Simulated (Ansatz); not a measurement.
The starting structures come from a database of crystals and need not be the phases stable at ambient conditions.

Tunnelling through a barrier is set by its complex band structure: the current falls as exp(−2κd) with the smallest κ.

Data:

```xyz
18
Lattice="7.7974 0.0000 0.0000 2.5911 8.1215 0.0000 -2.6031 4.0608 8.8150" Properties=species:S:1:pos:R:3 pbc="T T T"
Ba     4.5405     8.1215     1.0047
Ba     3.2449     4.0608     7.8103
Ba     0.6418     8.1215     7.6630
Ba     7.1436     4.0608     1.1519
Ba     8.4391     8.1215     3.3530
Ba    -0.6538     4.0608     5.4619
Si     3.2062     5.2585     3.2030
Si     4.5791     6.9237     5.6120
Si     3.2836     2.8630     3.2030
Si     4.5018     9.3193     5.6120
As     2.3325     6.0616     5.3133
As     5.4528     6.1206     3.5017
As     6.7484    10.1814     5.3133
As     1.0370     2.0009     3.5017
As     4.4465     2.1270     1.2926
As     3.3389    10.0552     7.5224
As     2.0433     5.9945     1.2926
As     5.7420     6.1878     7.5224
```

Space group of this cell: C2/c. The cell is taken as given; by PBEsol its mean pressure is -1.6 GPa.

Transport runs along the normal of the first two printed cell vectors.

The gap is the functional's own. No spin-orbit coupling. Mid-gap values are interpolated on the energy grid.

Task: State the band gap and the smallest decay constant κ at mid-gap according to Ansatz (a quantum-chemistry and plane-wave program) with PBEsol.

Result: Gap 0.79 eV on a 6×6×6 mesh; κ = 0.158 1/Å, at the zone centre.
